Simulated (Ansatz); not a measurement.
C: biaxial strain −0.42 %, plane normal [111], relaxed out of plane

Base system: C in the diamond structure (space group Fd-3m, No. 227; a = 3.5317 Å). Axes: x, y, z lie along the cube axes.

Modification: biaxial strain −0.42 %, plane normal [111], relaxed out of plane (Cartesian); in-plane vectors clamped, the third vector and the atoms free.

Level of theory: Ansatz (a program for electronic structure) LDA, no SOC. k-mesh 16×16×16 (Γ-centred); smearing 0.05 eV (Fermi–Dirac).

```json
[
 {"quantity": "volume per atom", "base": "5.51 Å³", "changed": "5.46 Å³", "shift": "-0.044 Å³"},
 {"quantity": "space group", "base": "Fd-3m (No. 227)", "changed": "R-3m (No. 166)", "shift": "–"},
 {"quantity": "shortest interatomic distance", "base": "1.529 Å", "changed": "1.524 Å", "shift": "-0.005 Å"},
 {"quantity": "energy relative to the base (free energy F)", "base": "0 meV/atom", "changed": "+0.9 meV/atom", "shift": "+0.9 meV/atom"},
 {"quantity": "pressure (mean of the normal stresses, compression positive)", "base": "0.00 GPa", "changed": "3.76 GPa", "shift": "+3.770 GPa"},
 {"quantity": "band gap", "base": "4.17 eV", "changed": "4.19 eV", "shift": "+0.012 eV"},
 {"quantity": "gap character", "base": "–", "changed": "indirect, Γ → F–Γ (25 % along)", "shift": "–"},
 {"quantity": "smallest direct gap", "base": "5.62 eV", "changed": "5.55 eV", "shift": "-0.07 eV"},
 {"quantity": "valence-band top at Γ (three highest levels, from the VBM)", "base": "0.00, 0.00, 0.00 eV", "changed": "0.00, 0.00, -0.02 eV", "shift": "–"},
 {"quantity": "valley order (the lowest conduction-band minima on the path, energy above the VBM, named in the base's zone)", "base": "a point along ⟨100⟩, about 1.3 Å⁻¹ from Γ 4.17 eV", "changed": "a point along [010], about 1.3 Å⁻¹ from Γ 4.19 eV; Γ 5.55 eV", "shift": "–"},
 {"quantity": "out-of-plane strain", "base": "–", "changed": "+0.05 %", "shift": "–"},
 {"quantity": "mean in-plane stress (compression positive)", "base": "–", "changed": "+5.6 GPa", "shift": "–"}
]
```

Final structure (turned so that z lies along the plane normal):

```
C
1.0
    2.48683     0.00000     0.00000
    1.24342     2.15366     0.00000
    1.24342    -0.71789     2.04003
C
2
Cartesian
  0.00000   0.00000   0.00030
  2.48683   0.00000   1.52972
```

Stability against distortions was not tested. k-point labels follow each cell's own Brillouin zone.
